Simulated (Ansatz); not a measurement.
# Point defect Sb_Ge in germanium

Calculation: PBE, PAW (plane waves to 420 eV; Ansatz, a first-principles code). Details: 64-site cell; 2×2×2 shifted k-points; start: the Ge site; no spin–orbit coupling; the functional closes the host's gap; energies good to tenths of an eV.

Neighbours after relaxation, in Å: of the Sb atom: Ge 2.67, Ge 2.67, Ge 2.67, Ge 2.67.

Formation energies E_f are those of the neutral cell. Chemical conditions: host crystal and elements as references (Δμ(Ge) = 0.00 eV, Δμ(Sb) = 0.00 eV; Sb taken from its element, since no compound that bounds it was computed at this level; only phases computed here count, gases as isolated molecules at 0 K). Reference phases: Ge: germanium, Sb: rhombohedral Sb.

| charge | moment (μB) | largest move off a lattice site (Å) | E_f, host crystal and elements as references (eV) |
|---|---|---|---|
| 0† | quenched | 0.17 | 0.54 |

† Not settled in this cell, so no level is given: charge 0: a level filled in part.

Starting moments that weren't kept: charge 0 began with 1 μB and ended with 0.0.

All states together cost about 2.9 core-hours (a rough figure).
